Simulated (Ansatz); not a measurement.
# Be under a change: uniaxial strain ε_zz = +1.50 %

Base system: Be in the hcp (Mg type) structure (space group P6_3/mmc, No. 194; a = 2.255 Å, c = 3.558 Å; relaxed with 0.1 eV smearing). Axes: x lies along a and z along c of the hexagonal cell.

Now apply this change: the cell is stretched by 1.50 % along z with no lateral relaxation, atoms relaxed at fixed cell.

The values are results of PBEsol, PAW, 420 eV (Ansatz, an electronic-structure program; no spin-orbit coupling), not measurements. k-mesh 29×29×16 (Γ-centred); smearing 0.1 eV (Fermi–Dirac).

```tsv
quantity	base	changed	shift
volume per atom	7.84 Å³	7.95 Å³	+0.118 Å³
space group	P6_3/mmc (No. 194)	P6_3/mmc (No. 194)	–
shortest interatomic distance	2.205 Å	2.226 Å	+0.0216 Å
energy relative to the base (free energy F)	0 meV/atom	+2.1 meV/atom	+2.1 meV/atom
pressure (mean of the normal stresses, compression positive)	0.0 GPa	-1.9 GPa	-1.9 GPa
band gap	zero	zero	–
stress (xx, yy, zz, yz, xz, xy; compression positive)	–	(-0.1, -0.1, -5.6, 0.0, 0.0, 0.0) GPa	–
```

Final structure:

```
Be
1.0
    2.25515     0.00000     0.00000
   -1.12758     1.95302     0.00000
    0.00000     0.00000     3.61137
Be
2
Direct
  0.66667   0.33333   0.75000
  0.33333   0.66667   0.25000
```

Stability against distortions was not tested.
